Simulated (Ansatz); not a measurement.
Some atoms of an NVE trajectory of composition SiNi, cell Si24Ni24, brought to this temperature after a much hotter stage [in the run: it was liquid; mean temperature 1719 K (target 1590 K); density 5.42 g/cm³]; time step 2.0 fs, velocity Verlet. All values below come from r2SCAN (plane waves, PAW; Ansatz, a quantum-chemistry and plane-wave program). On the run's last frame a denser k-mesh moved the forces by 0.079 eV/Å rms, the static pressure by -0.12 GPa and the free energy by -8 meV/atom, which is about how far such values are converged.

| atom | mass (u) | x y z (Å) | v (Å/fs) | F (eV/Å) |
|---|---|---|---|---|
| Ni2 | 58.693 | 0.88363 3.31366 6.34230 | 0.002190 0.005887 -0.002759 | -0.5540 -0.6118 0.4283 |
| Si37 | 28.085 | 0.78737 -1.80832 8.13443 | -0.000579 -0.009748 0.005341 | -0.4384 -0.1593 -0.6790 |
| Si39 | 28.085 | 2.01439 1.64013 8.94040 | -0.006458 -0.007488 0.004036 | -0.3299 1.3928 -0.2633 |
| Si46 | 28.085 | 6.29057 2.48742 3.69330 | -0.010394 -0.006271 -0.001723 | -0.6359 0.2550 -1.3673 |

Q: Give their positions one step later.

A: x' = x + vΔt + FΔt²/(2m), with 1 eV/(Å·u) = 0.0096485 Å/fs².
```csv
atom,x' y' z' (Å)
Ni2,0.88783 3.32523 6.33692
Si37,0.78591 -1.82792 8.14465
Si39,2.00125 1.62611 8.94829
Si46,6.26935 2.47506 3.68891
```
